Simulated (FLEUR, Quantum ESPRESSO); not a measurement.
A Quantum ESPRESSO input for a self-consistent single point of Ca₃AsP (Pm-3m, 5 atoms in the cell) (DFT, PBEsol, plane waves, GBRV 1.5 ultrasoft (PBESOL) pseudopotentials):

```fortran
&control
  calculation = 'scf'
  prefix = 'ca3asp'
  outdir = './tmp'
  pseudo_dir = './'
  tprnfor = .true.
  tstress = .true.
/
&system
  ibrav = 0
  nat = 5
  ntyp = 3
  ecutwfc = 40
  ecutrho = 200
  occupations = 'smearing'
  smearing = 'gaussian'
  degauss = 0.0036749
/
&electrons
  conv_thr = 1.0d-10
/
ATOMIC_SPECIES
Ca    40.0780  ca_pbesol_v1.uspp.F.UPF
P     30.9738  p_pbesol_v1.5.uspp.F.UPF
As    74.9216  as_pbesol_v1.uspp.F.UPF
ATOMIC_POSITIONS angstrom
Ca    0.000000000    2.658176500    2.658176500
Ca    2.658176500    0.000000000    2.658176500
Ca    2.658176500    2.658176500    0.000000000
P     0.000000000    0.000000000    0.000000000
As    2.658176500    2.658176500    2.658176500
K_POINTS automatic
4 4 4  0 0 0
CELL_PARAMETERS angstrom
   5.316353000     0.000000000     0.000000000
   0.000000000     5.316353000     0.000000000
   0.000000000     0.000000000     5.316353000
```

Problem. Give the FLEUR input for the same structure, mesh, smearing and functional.

Solution. One input that does it (others would too):

Input of the input generator:

```
Ca3AsP
&input film=f /
10.0464511518 0.0000000000 0.0000000000
0.0000000000 10.0464511518 0.0000000000
0.0000000000 0.0000000000 10.0464511518
1.0
1.0 1.0 1.0

5
20 0.0000000000 0.5000000000 0.5000000000
20 0.5000000000 0.0000000000 0.5000000000
20 0.5000000000 0.5000000000 0.0000000000
15 0.0000000000 0.0000000000 0.0000000000
33 0.5000000000 0.5000000000 0.5000000000

&comp jspins=1 /
&exco xctyp='PBEs' /
&kpt div1=4 div2=4 div3=4 gamma=t /
&end /
```

```xml
<?xml version="1.0" encoding="UTF-8" standalone="no"?>
<fleurInput fleurInputVersion="0.39">
   <comment>
      Ca3AsP                                                                                              
   </comment>
   <calculationSetup>
      <cutoffs Kmax="4.2" Gmax="12.6" GmaxXC="12.6" numbands="0"/>
      <scfLoop itmax="80" minDistance="0.00001" maxIterBroyd="99" imix="Anderson" alpha="0.05" precondParam="0.0" spinf="2.0"/>
      <coreElectrons ctail="T" frcor="F" kcrel="0" coretail_lmax="0"/>
      <xcFunctional name="PBEs" relativisticCorrections="F"/>
      <magnetism jspins="1"/>
      <soc l_soc="F" theta="0.0" phi="0.0" spav="F"/>
      <expertModes spex="0" secvar="F"/>
      <geometryOptimization l_f="T" forcealpha="1.0" forcemix="BFGS" epsdisp="0.00001" epsforce="0.00001"/>
      <ldaU l_linMix="F" mixParam="0.05" spinf="1.0"/>
   </calculationSetup>
   <cell>
      <bzIntegration valenceElectrons="50.0" mode="gauss" fermiSmearingEnergy="0.00183747">
         <kPointListSelection listName="default-1"/>
         <!-- k-points included here -->
         <xi:include xmlns:xi="http://www.w3.org/2001/XInclude" href="kpts.xml"> </xi:include>
      </bzIntegration>
      <!-- symmetry operations included here -->
      <xi:include xmlns:xi="http://www.w3.org/2001/XInclude" href="sym.xml"> </xi:include>
      <bulkLattice scale="1.0">
         <bravaisMatrix>
            <row-1>   10.0464511517999995     0.0000000000000000     0.0000000000000000</row-1>
            <row-2>    0.0000000000000000    10.0464511517999995     0.0000000000000000</row-2>
            <row-3>    0.0000000000000000     0.0000000000000000    10.0464511517999995</row-3>
         </bravaisMatrix>
      </bulkLattice>
   </cell>
   <atomSpecies>
      <species name="Calcium (Ca)" element="Ca" atomicNumber="20">
         <mtSphere radius="2.40" gridPoints="827" logIncrement="0.015"/>
         <atomicCutoffs lmax="10" lnonsphr="8"/>
         <electronConfig flipSpins="F">
            <coreConfig>(1s1/2) (2s1/2) (2p1/2) (2p3/2)</coreConfig>
            <valenceConfig>(3s1/2) (3p1/2) (3p3/2) (4s1/2)</valenceConfig>
         </electronConfig>
         <energyParameters s="4" p="4" d="3" f="4"/>
         <lo type="SCLO" l="0" n="3" eDeriv="0"/>
         <lo type="SCLO" l="1" n="3" eDeriv="0"/>
      </species>
      <species name="Phosphorous (P)" element="P" atomicNumber="15">
         <mtSphere radius="2.68" gridPoints="925" logIncrement="0.013"/>
         <atomicCutoffs lmax="10" lnonsphr="8"/>
         <electronConfig flipSpins="F">
            <coreConfig>(1s1/2) (2s1/2) (2p1/2) (2p3/2)</coreConfig>
            <valenceConfig>(3s1/2) (3p1/2) (3p3/2)</valenceConfig>
            <stateOccupation state="(3p1/2)" spinUp="0.5" spinDown="0.5"/>
            <stateOccupation state="(3p3/2)" spinUp="1.0" spinDown="1.0"/>
         </electronConfig>
         <energyParameters s="3" p="3" d="3" f="4"/>
      </species>
      <species name="Arsenic (As)" element="As" atomicNumber="33">
         <mtSphere radius="2.40" gridPoints="827" logIncrement="0.015"/>
         <atomicCutoffs lmax="10" lnonsphr="8"/>
         <electronConfig flipSpins="F">
            <coreConfig>(1s1/2) (2s1/2) (2p1/2) (2p3/2) (3s1/2) (3p1/2) (3p3/2)</coreConfig>
            <valenceConfig>(4s1/2) (3d3/2) (3d5/2) (4p1/2) (4p3/2)</valenceConfig>
            <stateOccupation state="(4p1/2)" spinUp="0.5" spinDown="0.5"/>
            <stateOccupation state="(4p3/2)" spinUp="1.0" spinDown="1.0"/>
         </electronConfig>
         <energyParameters s="4" p="4" d="3" f="4"/>
         <lo type="HELO" l="2" n="4" eDeriv="0"/>
      </species>
   </atomSpecies>
   <atomGroups>
      <atomGroup species="Calcium (Ca)">
         <relPos label="                   1">.0000000000 1.000/2.000 1.000/2.000</relPos>
         <relPos label="                   2">1.000/2.000 .0000000000 1.000/2.000</relPos>
         <relPos label="                   3">1.000/2.000 1.000/2.000 .0000000000</relPos>
         <force calculate="T" relaxXYZ="TTT"/>
      </atomGroup>
      <atomGroup species="Phosphorous (P)">
         <relPos label="                   4">.0000000000 .0000000000 .0000000000</relPos>
         <force calculate="T" relaxXYZ="TTT"/>
      </atomGroup>
      <atomGroup species="Arsenic (As)">
         <relPos label="                   5">1.000/2.000 1.000/2.000 1.000/2.000</relPos>
         <force calculate="T" relaxXYZ="TTT"/>
      </atomGroup>
   </atomGroups>
   <output dos="F" band="F" slice="F">
      <checks vchk="F" cdinf="F"/>
      <bandDOS minEnergy="-.5*Htr" maxEnergy="0.5*Htr" sigma="0.015" storeEVData="T"/>
      <vacuumDOS vacdos="F" integ="F" star="F" nstars="0" locx1="0.0" locy1="0.0" locx2="0.0" locy2="0.0" nstm="0" tworkf="0.0"/>
      <unfoldingBand unfoldBand="F" supercellX="1" supercellY="1" supercellZ="1"/>
      <plotting iplot="0" polar="F">
         <plot TwoD="T" vec1="  1.0  0.0  0.0" vec2="  0.0  1.0  0.0" vec3="  0.0  0.0  1.0" zero="  0.0  0.0  0.0" file="plot"/>
      </plotting>
      <chargeDensitySlicing numkpt="0" minEigenval="0.0" maxEigenval="0.0" nnne="0" pallst="F"/>
      <specialOutput eonly="F"/>
      <magneticCircularDichroism mcd="F" energyLo="-10.0" energyUp="0.0"/>
   </output>
  <!-- We include the file relax.xml here to enable relaxations (see documentation) -->
  <xi:include xmlns:xi="http://www.w3.org/2001/XInclude" href="relax.xml"> <xi:fallback/> </xi:include>
</fleurInput>
```

Basis, cutoffs, solver keys and any potentials are the target program's own. This input uses DFT, PBEsol, all-electron FLAPW (FLEUR), scalar-relativistic valence. Both were run: gap on the mesh 0.176 eV in Quantum ESPRESSO and 0.184 in FLEUR.

On FLEUR: the starting cell comes from a database of computed structures (which also holds hypothetical and non-ambient phases and stackings), without a prior relaxation at this level. For this run, on top of that: lattice scaled by 0.98. Values depend on the basis (sphere radii, cutoffs, local orbitals), which need not be converged.

On Quantum ESPRESSO: the starting cell comes from a database of computed structures (which also holds hypothetical and non-ambient phases and stackings), without a prior relaxation at this level. For this run, on top of that: lattice scaled by 0.98.
